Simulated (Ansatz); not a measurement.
# Fermi-surface data of AuIn₂ (Fm-3m)

```
AuIn2
1.0
    0.00000     3.26939     3.26939
    3.26939     0.00000     3.26939
    3.26939     3.26939     0.00000
In Au
2 1
Direct
  0.75000   0.75000   0.75000
  0.25000   0.25000   0.25000
  0.00000   0.00000   0.00000
```

All values below come from r2SCAN, rigid bands (plane waves, PAW, scalar-relativistic; Ansatz, a first-principles code). Condition of this run: functional r2SCAN on the same cell. Cell: cell and atoms relaxed with PBEsol.

The density of states at the Fermi level is 0.976 states/(eV·cell), both spins, the bare Sommerfeld coefficient is 0.77 mJ/(mol of atoms·K²) and the drude plasma energy comes out as 7.6 eV. The root-mean-square Fermi velocity is 1.3e6 m/s. The resistivity times τ is 8.4 ×10⁻²² Ω·m·s.

A metal at this level (no band gap); rigid bands, thermally averaged at 300 K, both spins. Spin-orbit coupling is left out, which matters with elements this heavy. τ is one relaxation time for all states.

Formula and space group known from diffraction (Crystallography Open Database), not checked to be the room-temperature form: AuIn2 (Fm-3m).
